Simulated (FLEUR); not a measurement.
A self-consistent single point of Ge2W (I4mm, 3 atoms in the cell) with FLEUR.

Method: PBEsol, all-electron FLAPW (FLEUR), scalar-relativistic valence.

```yaml
crystal:
  lattice:
    - [-1.67060, 1.67060, 4.10924]
    - [1.67060, -1.67060, 4.10924]
    - [1.67060, 1.67060, -4.10924]
  atoms:
    - { symbol: Ge, position: [0.34367, 0.34367, 0.00000] }
    - { symbol: Ge, position: [0.66241, 0.66241, 0.00000] }
    - { symbol: W, position: [0.00000, 0.00000, 0.00000] }
```

Reference input (self-consistent single point, DFT, PBEsol, all-electron FLAPW (FLEUR), scalar-relativistic valence): Kmax = 4.4 1/bohr; GmaxXC = 15.4 1/bohr; xcFunctional = PBEs; jspins = 1; l_soc = F; mode = hist; fermiSmearingEnergy = 0.00367493 Htr; mesh (inpgen div1-3) = 6 6 6; inpgen gamma flag = true; Gmax = 15.4 1/bohr; numbands = 0; maxIterBroyd = 15. This run's input differs from it in these lines:

```diff
@@ -16,3 +16,3 @@
 &exco xctyp='PBEs' /
-&kpt div1=6 div2=6 div3=6 gamma=t /
+&kpt div1=10 div2=10 div3=10 gamma=t /
 &end /
@@ -36,3 +36,3 @@
    <cell>
-      <bzIntegration valenceElectrons="42.0" mode="hist" fermiSmearingEnergy="0.00367493">
+      <bzIntegration valenceElectrons="42.0" mode="gauss" fermiSmearingEnergy="0.03674932">
          <kPointListSelection listName="default-1"/>
```

Log, with long lists cut:

```
 Iteration:     1   Distance:       9.92000996 me/bohr^3
 Iteration:     2   Distance:       9.17258360 me/bohr^3
 Iteration:     3   Distance:       4.35729615 me/bohr^3
 Iteration:     4   Distance:       1.38435705 me/bohr^3
 Iteration:     5   Distance:       1.25233836 me/bohr^3
   [... 10 lines left out ...]
 Iteration:    16   Distance:       0.00008191 me/bohr^3
 Iteration:    17   Distance:       0.00004138 me/bohr^3
 Iteration:    18   Distance:       0.00002061 me/bohr^3
 Iteration:    19   Distance:       0.00000358 me/bohr^3
 Reset of history
 Run finished successfully
 Stop message:
   Structural relaxation: new displacements generated

[file out, last iteration]
             iter=     20
[...]
          total density-effective poten   -3.4776577770E+04
          total charge density-energy d   -4.7718139845E+02
 Updated energy parameters for spin:           1
[...]
 fermi energy and band-weighting factors:
    1.120815

[...]
FERMIE:
          first approx. to ef    (T=0)  :   0.498186 htr   (energy of the highest occ. eigenvalue)
          number of occ. states  (T=0)  :       2140
          first approx. to seigv (T=0)  : -13.618941 htr
          sum of weights of occ. states :  21.004000
          sum of semicore charge        :   0.000000 e
          fermi energy=   0.49948 har   work function= -13.59167 ev
          number of valence electrons=  42.00000
   [... lines left out ...]
          total moment                 =     0.00000
 Direct bandgap for spin            1 :    1.0816967141793032E-002  Htr
   [... lines left out ...]
 -->  1    1.08391  1.14749 10.05779  0.02093   12.31322
 -->  2    1.08523  1.13598 10.05587  0.02041   12.30045
 -->  3    2.25203  6.11982  3.17433  0.02682   11.57666
          total charge for spin  1=   42.000000
          interst. charge =       5.809672
          mt charge=             12.313220   12.300447   11.576661
          total charge  =   42.000000
               n    l     j    energy       weight
               1.
```

The run converged in 19 iterations. FLEUR gives forces in its relaxation mode, with a further iteration, so its stop message speaks of a relaxation. Against the reference run the largest force goes from 0.657 to 0.698 eV/Å.

The starting cell comes from a database of computed structures (which also holds hypothetical and non-ambient phases and stackings), without a prior relaxation at this level. Its lattice was rescaled by up to half a per cent. One atom was moved a little off its site on purpose. Spin-orbit coupling is off. Spin polarisation is off. Values depend on the basis (sphere radii, cutoffs, local orbitals), which need not be converged. The log's line on a gap gives a spacing of levels on this mesh, which the program prints for metals too.

Cost on one core of a shared machine: roughly 7 min.
